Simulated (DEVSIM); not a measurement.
# abrupt In0.53Ga0.47As n-p junction

System: abrupt In0.53Ga0.47As n-p junction, at 300 K.

| layer (left to right) | material | thickness (μm) | Nd (cm⁻³) | Na (cm⁻³) | τn (s) | τp (s) |
|---|---|---|---|---|---|---|
| 1 | In0.53Ga0.47As | 97.0 | 1.3e15 | - | 9.1e-10 | 9.1e-10 |
| 2 | In0.53Ga0.47As | 210 | - | 8.5e16 | 9.1e-10 | 9.1e-10 |

Left contact: ohmic. Right contact: ohmic. Voltage is applied to the left contact. Recombination: SRH at mid-gap, radiative, Auger. Mobility is constant in doping.

This is a model device: material constants are rounded textbook-type values typed into the input, and sizes, dopings and lifetimes were drawn at random. Values at 300 K.

| parameter | In0.53Ga0.47As |
|---|---|
| gap (eV) | 0.74 |
| affinity (eV) | 4.51 |
| permittivity | 13.9 |
| Nc (cm⁻³) | 2.1e17 |
| Nv (cm⁻³) | 7.7e18 |
| μn (cm²/Vs) | 12000 |
| μp (cm²/Vs) | 300 |
| B (cm³/s) | 9.6e-11 |
| Cn (cm⁶/s) | 5e-29 |
| Cp (cm⁶/s) | 5e-29 |

DEVSIM, 1D drift-diffusion, Boltzmann statistics, complete ionisation; no tunnelling, impact ionisation, image-force lowering or self-heating.

```yaml
potential_step_across_the_device_at_zero_bias: 0.492 V
largest_field_in_the_device_at_zero_bias: 18000 V/cm
Dark forward voltage at 1 A/cm²: 0.301 V
```

Dark forward current:

(V (V), J (A/cm²)): (-0.05, -0.0016); (-0.10, -0.0061); (-0.15, -0.021); (-0.25, -0.27); (-0.30, -0.98); (-0.35, -2.7); (-0.40, -5.6); (-0.45, -9.3); (-0.55, -18); (-0.60, -23); (-0.65, -27); (-0.70, -32); (-0.80, -42); (-0.85, -48); (-0.90, -53); (-0.95, -58); (-1.00, -63); (-1.10, -74); (-1.15, -79); (-1.20, -85)

Dark reverse current:

```tsv
V (V)	J (A/cm²)
0.10	0.0011
0.25	0.0021
0.50	0.0033
0.75	0.0043
1.00	0.0052
1.50	0.0068
2.00	0.0081
2.50	0.0093
3.25	0.011
4.00	0.012
5.00	0.014
```
